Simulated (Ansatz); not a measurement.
Take Zr in the hcp (Mg type) structure (space group P6_3/mmc, No. 194; a = 3.1438 Å, c = 5.0928 Å; relaxed with 0.1 eV smearing) as the base. Axes: x lies along a and z along c of the hexagonal cell.

All numbers come from Ansatz (an electronic-structure program) LDA, without spin-orbit coupling.

Before the change:

```
Quantity                        Result
-----------------------------  -------
Shortest interatomic distance  3.127 Å
Band gap                          zero
```

Perturbation: a pure shear with ε_xz = ε_zx = 0.0086; the atoms relax in the strained cell.

Q: What happens to the stress, energy relative to the base, shortest interatomic distance and band gap?

A: The stress (xx, yy, zz, yz, xz, xy; compression positive) comes out as (0.0, 0.0, 0.0, 0.0, -0.3, 0.0) GPa; the energy goes up by 0.4 meV/atom; the shortest interatomic distance falls by 0.022 Å to 3.105 Å; the band gap is still zero.

Stability against distortions was not tested. All final runs are without spin polarisation.
